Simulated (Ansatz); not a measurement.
The starting structures come from a database of crystals and need not be the phases stable at ambient conditions.

The decay constant κ of evanescent states in the gap governs leakage through a thin film.

Consider the following.

```xyz
12
Lattice="7.1635 0.0000 0.0000 0.0000 8.0871 0.0000 0.0000 4.0435 2.7115" Properties=species:S:1:pos:R:3 pbc="T T T"
Tl     3.5818     0.0000     0.0000
Tl     0.0000     0.0000     0.0000
P      5.3726     2.8704     0.0000
P      1.7909     5.2166     0.0000
O      3.0935     6.0002     0.0000
O      4.0700     2.0869     0.0000
O      6.6753     2.0869     0.0000
O      0.4883     6.0002     0.0000
O      1.7909     4.3094     1.2675
O      5.3726     7.8212     1.4441
O      5.3726     3.7776     1.2675
O      1.7909     8.3530     1.4441
```

The cell is taken as given; by PBEsol it stands under a pressure of 2.3 GPa.

Transport runs along the normal of the first two printed cell vectors.

The gap is the functional's own, uncorrected, and κ follows it; spin-orbit coupling is left out. Mid-gap means the computed energy nearest the middle.

Question: Compute, with PBEsol (Ansatz, a quantum-chemistry and plane-wave program), the band gap and the smallest decay constant κ at mid-gap.

Answer: Gap 0.89 eV on a 4×12×12 mesh; κ = 0.181 1/Å, at the zone centre.
